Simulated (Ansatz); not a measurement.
# How far PBE and PBEsol part for ZnS, S vacancy

The parent structure is a 24-atom supercell of ZnS in the wurtzite structure (space group P6_3mc, No. 186; a = 3.8451 Å, c = 6.3057 Å) at its relaxed geometry.

(Cell as relaxed with PBE.)

Levels (all Ansatz, a first-principles code, PAW): PBE (420 eV, no SOC); PBEsol (420 eV, no spin-orbit coupling).

Each level relaxes its own structure.

It is then changed as follows: one S atom is removed, atoms relaxed at fixed cell, starting from a slightly rattled geometry.

```csv
quantity,PBE,PBEsol
shift of the gap caused by the change,-0.45 eV,?
gap of the supercell,1.63 eV,?
largest displacement of a host atom from its site in the perfect cell,0.71 Å,?
pressure,-2.1 GPa,?
```

Given the PBE results, estimate those of PBEsol.


- shift of the gap caused by the change, PBEsol: -0.39 eV
- gap of the supercell, PBEsol: 1.76 eV
- largest displacement of a host atom from its site in the perfect cell, PBEsol: 0.65 Å
- pressure, PBEsol: -2.8 GPa

PBE's shift of the gap caused by the change lies 0.06 eV below PBEsol's; PBE's gap of the supercell lies 0.13 eV below PBEsol's; PBE's largest displacement of a host atom from its site in the perfect cell lies 0.06 Å above PBEsol's; PBE's pressure lies 0.7 GPa above PBEsol's. Neither level is exact; PBEsol is the comparison here, not a measurement.

The magnetic state is the one reached from the starting moments; the real material's order can differ, and small cells can't hold many antiferromagnetic ones. The cell is small, so the values are those of an ordered compound at a high defect concentration; dilute-limit values will differ. Starting moments died away, wholly or in part, for S vacancy; another magnetic solution may exist.
